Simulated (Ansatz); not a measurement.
Data:

```xyz
3
Lattice="3.6260 0.0000 0.0000 -1.8130 3.1402 0.0000 0.0000 0.0000 5.5742" Properties=species:S:1:pos:R:3 pbc="T T T"
Sn     0.0000     0.0000     0.0000
S      0.0000     2.0935     1.4738
S      1.8130     1.0467     4.1004
```

Level of theory: PBEsol+D3BJ, rigid bands (plane waves, PAW, scalar-relativistic; Ansatz, a first-principles code). Geometry: cell and atoms relaxed with PBEsol+d3bj.

Q: What conductivity effective mass do dilute electrons have at 300 K?

A: 0.34 (x), 0.34 (y), 0.33 (z) mₑ.

Q: What conductivity effective mass do dilute holes have at 300 K?

A: 2.5 (x), 2.5 (y), 0.26 (z) mₑ.

Q: And the band gap?

A: 0.95 eV at this level; semilocal functionals usually fall short of the measured gap.

Rigid bands, one relaxation time for all states, no polarons. Spin-orbit coupling is left out; where it splits the top of the valence band it changes the hole mass and lowers the gap by about a third of the splitting. Geometry: cell and atoms relaxed with PBEsol+D3(BJ).

PBEsol with a dispersion correction tends to overbind, so the cell can be several per cent short, in bad cases over ten, which usually narrows a gap: SnS2 (P-3m1).
